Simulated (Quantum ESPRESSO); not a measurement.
Quantum ESPRESSO run on CdGeAs2 (I-42d, 8 atoms in the cell): self-consistent single point.

Method: PBE, GBRV 1.5 ultrasoft (PBE) pseudopotentials (plane waves; Quantum ESPRESSO).

```yaml
crystal:
  lattice:
    - [2.97244, -2.97244, 5.63314]
    - [2.97244, 2.97244, 5.63314]
    - [-2.97244, -2.97244, 5.63314]
  atoms:
    - { symbol: Cd, position: [0.50000, 0.75000, 0.25000] }
    - { symbol: Cd, position: [0.00000, 0.50000, 0.50000] }
    - { symbol: Ge, position: [0.00000, 0.00000, 0.00000] }
    - { symbol: Ge, position: [0.50000, 0.25000, 0.75000] }
    - { symbol: As, position: [0.02878, 0.34622, 0.87500] }
    - { symbol: As, position: [0.47122, 0.62500, 0.65378] }
    - { symbol: As, position: [0.97122, 0.90378, 0.37500] }
    - { symbol: As, position: [0.52878, 0.12500, 0.09622] }
```

Reference input (self-consistent single point, DFT, PBE, plane waves, GBRV 1.5 ultrasoft (PBE) pseudopotentials): ecutwfc = 50 Ry; ecutrho = 250 Ry; occupations = smearing; smearing = cold; degauss = 0.019992 Ry; potentials = {Cd: cd_pbe_v1.uspp.F.UPF, Ge: ge_pbe_v1.4.uspp.F.UPF, As: as_pbe_v1.uspp.F.UPF}; K_POINTS = automatic 4 4 4 0 0 0; conv_thr = 1e-10 Ry. This run's input differs from it in these lines:

```diff
@@ -13,4 +13,4 @@
    ntyp = 3
-   ecutwfc = 50
-   ecutrho = 250
+   ecutwfc = 57
+   ecutrho = 285
    occupations = 'smearing'
```

Log, with long lists cut:

```
     Self-consistent Calculation

     iteration #  1     ecut=    57.00 Ry     beta= 0.70

     Threshold (ethr) on eigenvalues was too large:
     Diagonalizing with lowered threshold

     negative rho (up, down):  4.264E-02 0.000E+00

     total energy              =    -817.62770651 Ry
     estimated scf accuracy    <       0.57686087 Ry

     iteration #  2     ecut=    57.00 Ry     beta= 0.70
     Minimization algorithm failed to find Fermi energy: reverting to bisection
     Possible cause: smearing is larger than the electronic band-gap.

     negative rho (up, down):  4.241E-02 0.000E+00

   [... lines left out ...]

     iteration #  9     ecut=    57.00 Ry     beta= 0.70
     Minimization algorithm failed to find Fermi energy: reverting to bisection
     Possible cause: smearing is larger than the electronic band-gap.

     negative rho (up, down):  4.284E-02 0.000E+00

     total energy              =    -817.88996851 Ry
     estimated scf accuracy    <          3.6E-10 Ry

     iteration # 10     ecut=    57.00 Ry     beta= 0.70
     Minimization algorithm failed to find Fermi energy: reverting to bisection
     Possible cause: smearing is larger than the electronic band-gap.

     negative rho (up, down):  4.284E-02 0.000E+00
     End of self-consistent calculation

     the Fermi energy is     6.5940 ev

!    total energy              =    -817.88996851 Ry
     estimated scf accuracy    <          1.0E-11 Ry
     smearing contrib. (-TS)   =       0.00412591 Ry
     internal energy E=F+TS    =    -817.89409442 Ry

     convergence has been achieved in  10 iterations

     negative rho (up, down):  4.284E-02 0.000E+00

     Forces acting on atoms (cartesian axes, Ry/au):

     atom    1 type  1   force =     0.00000000    0.00000000   -0.00000000
     atom    2 type  1   force =     0.00000000    0.00000000    0.00000000
     atom    3 type  2   force =     0.00000000    0.00000000   -0.00000000
     atom    4 type  2   force =    -0.00000000    0.00000000    0.00000000
     atom    5 type  3   force =     0.00000000    0.00659180    0.00000000
   [... lines left out ...]
     Total force =     0.013184     Total SCF correction =     0.000000
   [... lines left out ...]

     negative rho (up, down):  4.284E-02 0.000E+00
          total   stress  (Ry/bohr**3)                   (kbar)     P=       30.78
   0.00021439   0.00000000   0.00000000           31.54        0.00        0.00
   0.00000000   0.00021439   0.00000000            0.00       31.54        0.00
   0.00000000   0.00000000   0.00019893            0.00        0.00       29.26

   JOB DONE.
```

The run converged in 10 iterations. Against the reference run the free energy drops by 10.4 meV/atom, the pressure goes from 3.27 to 3.08 GPa and the largest force stays at 0.169 eV/Å. The full log also holds: “c_bands:  1 eigenvalues not converged”.

The starting cell comes from a database of computed structures (which also holds hypothetical and non-ambient phases and stackings), without a prior relaxation at this level. Its lattice was rescaled by a random factor within 2.5 % of one. The run gives no clean gap (levels at the Fermi energy touch, overlap or are partly filled at this smearing), which alone does not show that the compound is a metal.

Cost on one core of a shared machine: roughly 4 min.
